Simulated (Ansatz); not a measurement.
Consider this model of amorphous Hf₁₈O₃₇Na₂.

```xyz
57
Lattice="8.9643 0.0397 -0.4557 0.0397 9.2277 -0.2863 -0.4557 -0.2863 8.9810" Properties=species:S:1:pos:R:3 pbc="T T T"
Hf     4.4799     2.6166     8.5200
Hf     8.2998     1.8577     3.9283
Hf     3.3192     5.6189     6.7214
Hf     8.4064     6.8011     7.8322
Hf     7.5424     7.5672     4.5762
Hf     0.5893     5.1012     3.9067
Hf     1.8571     7.7742     2.3004
Hf     4.7596    -0.0589     3.5867
Hf     1.1939     2.9866     7.6398
Hf     5.2902     8.1410     6.9843
Hf     2.7424     2.8882     4.8905
Hf     2.9322     4.8670     1.2858
Hf     6.7187     4.5572     5.9828
Hf     1.5738     8.6964     5.5100
Hf     7.9381     4.0729     0.2940
Hf     6.9397     0.6545     1.1136
Hf     1.5485     1.8979     2.0272
Hf     5.6492     6.6673     1.1603
O      7.5355     6.0215     0.5943
O      4.2163     1.7563     4.2782
O      8.4661     0.1838     5.0117
O      8.8324     0.7653     1.8632
O      1.4715     1.4677     4.1310
O      1.2028     5.6981     2.0129
O      3.0421     2.8306     0.4574
O      8.6797     3.5292     2.3852
O      0.3803     7.3704     6.6025
O      6.5584     1.0149     3.1067
O      6.9604     2.9554     4.9105
O      3.5889     6.7343     1.8177
O      2.2119     5.1558     5.0872
O      6.5626     2.5969     0.8749
O      4.8082     0.7030     8.1460
O      8.3892     4.6529     7.4790
O      1.7287     1.0665     7.0082
O      6.2766     7.2889     3.0163
O      5.3269     8.7302     1.1861
O      4.8227     4.9746     5.5493
O      2.9902     8.3752     3.9942
O      0.6639     3.2217     5.6786
O      5.7313     8.7058     5.1078
O      4.6910     6.4540     8.1132
O      6.7942     6.7253     6.3602
O      4.9750     4.6371     1.1306
O      0.5227     7.3118     3.8860
O      1.2244     7.9370     0.4130
O      3.2833     3.2733     6.9005
O      2.5084     3.6058     2.9467
O      0.4914     2.6902     0.2859
O      7.8480     5.4928     4.4086
O      2.0371     4.9378     8.2952
O      6.0489     3.6311     7.7329
O      2.7840     0.3873     2.0131
O      7.0088     8.3099     8.2832
O      3.2161     7.7054     6.5329
Na     2.6421     8.8450     8.5401
Na     5.5632     3.2935     3.1011
```

Calculation: PBE, scalar-relativistic without spin-orbit coupling (plane waves to 420 eV, PAW; Ansatz, a first-principles code).

It comes from a melt-quench run on a machine-learned potential (CHGNet), relaxed afterwards by DFT. O atoms were pushed apart under 1.9 Å during the dynamics, to hinder bonds among them. The hot cell started wider than the set density and was brought back towards it in steps. It is the lowest in DFT energy of 2 quenches. It is a model cell: composition and starting density were chosen by hand, and all elements were melted together. No dispersion term was used. Its density started from a set value of 8.64 and ended at 8.64 g/cm³. The quench (nominally 450 K/ps over its main leg) was far faster than any real one, so the model tends to hold more defects than a real film. One small periodic cell is one sample of the glass; other quenches scatter about these values. The volume was held where the preparation left it and the shape relaxed, at a PBE pressure of 0.8 GPa. Stress components on the final sampling reach 0.9 GPa. On a 2×2×2 Γ-centred mesh force components of up to 0.12 eV/Å stay, since the relaxation ran on the zone centre alone.

Bonds are counted up to Hf-Hf 3.34 Å, Hf-O 2.74 Å, Hf-Na 3.50 Å, O-O 1.58 Å, O-Na 2.78 Å, Na-Na 3.65 Å. Two cations that share two anions don't count as bonded, nor two that share one unless they lie closer than Hf-Hf 3.25 Å, Hf-Na 3.40 Å, Na-Na 3.55 Å.

Question: Give the coordination numbers, mean bond lengths and angles.

Answer: 
- Mean coordination of Hf by anions = 6.39 (11 with 6, 7 with 7); 3 close contacts or bonds to cations besides
- Mean coordination of O = 3.38 (1 with 2, 21 with 3, 15 with 4)
- Mean coordination of Na by anions = 5.00 (2 with 5); 3 close contacts or bonds to cations besides
- Mean Hf-O bond = 2.155 Å (spread 0.150 Å, 115 counted)
- Mean O-Na bond = 2.418 Å (spread 0.096 Å, 10 counted)
- Mean Hf-Na close contact = 3.345 Å (spread 0.019 Å, 3 counted)
- Bond angle at Hf = mean 101.9°, spread 29.7°
- Bond angle at O = mean 111.7°, spread 18.3°
- Bond angle at Na = mean 99.3°, spread 34.5°

Question: List the pairs of like atoms that count as bonded by the rules above.

Answer: There are none by these rules.
